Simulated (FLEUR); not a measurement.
Band structure of C (P6_3/mmc, 2 atoms in the cell).

```yaml
crystal:
  lattice:
    - [2.21719, 0.00000, 0.00000]
    - [-1.10860, 1.92014, 0.00000]
    - [0.00000, 0.00000, 3.59982]
  atoms:
    - { symbol: C, position: [0.33333, 0.66667, 0.25000] }
    - { symbol: C, position: [0.66667, 0.33333, 0.75000] }
```

Level of theory: FLEUR with PBE, all-electron FLAPW (FLEUR), scalar-relativistic valence.

Settings: Kmax = 4.1 1/bohr; GmaxXC = 16.4 1/bohr; xcFunctional = pbe; jspins = 1; l_soc = F; mode = hist; fermiSmearingEnergy = 0.00183747 Htr; mesh (inpgen div1-3) = 17 17 9; inpgen gamma flag = false; Gmax = 16.4 1/bohr; numbands = 0; maxIterBroyd = 40; imix = Anderson; alpha = 0.05.

The starting cell was generated: these elements placed on a structure prototype, without a prior relaxation; it need not be a known phase or ordering of this composition. Its lattice was rescaled by a random factor within 2.5 % of one. Values depend on the basis (sphere radii, cutoffs, local orbitals), which need not be converged.

Levels in eV from the Fermi level, bands 1 to 6:
| point | 1 | 2 | 3 | 4 | 5 | 6 |
|---|---|---|---|---|---|---|
| Γ | -18.00 | -9.06 | -8.00 | 5.99 | 5.99 | 7.65 |
| M | -10.18 | -9.14 | -2.24 | -2.14 | -1.60 | 2.13 |
| K | -7.67 | -7.67 | -5.60 | 0.00 | 0.00 | 0.31 |
| A | -15.58 | -15.58 | 1.68 | 1.68 | 6.82 | 6.82 |
| L | -8.01 | -8.01 | -6.83 | -6.83 | 3.90 | 3.90 |
| H | -5.92 | -5.92 | -5.09 | -5.09 | -3.35 | -3.35 |
